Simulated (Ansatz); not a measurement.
## A computed series for BeS: response to strain

Base system: BeS in the zinc blende structure (space group F-43m, No. 216).

```xyz
2
Lattice="0.0000 2.4190 2.4190 2.4190 0.0000 2.4190 2.4190 2.4190 0.0000" Properties=species:S:1:pos:R:3 pbc="T T T"
Be     0.0000     0.0000     0.0000
S      1.2095     1.2095     1.2095
```

Cartesian axes are those of the cell as printed.

Strains are applied to the cell and any free atomic positions relax; under biaxial strain the out-of-plane vector relaxes too.

The values are results of PBEsol (Ansatz, a first-principles code; PAW; 420 eV plane waves; no spin-orbit coupling), not measurements.

Candidates:
(a) biaxial strain +0.83 %, plane normal [111], relaxed out of plane
(b) biaxial strain −0.83 %, plane normal [111], relaxed out of plane
(c) biaxial strain +2.08 %, plane normal [111], relaxed out of plane

Q: Order them by out-of-plane strain, lowest first.

A: (c) biaxial strain +2.08 %, plane normal [111], relaxed out of plane (-0.82 %), (a) biaxial strain +0.83 %, plane normal [111], relaxed out of plane (-0.33 %), (b) biaxial strain −0.83 %, plane normal [111], relaxed out of plane (+0.34 %)

Stability against distortions was not tested.
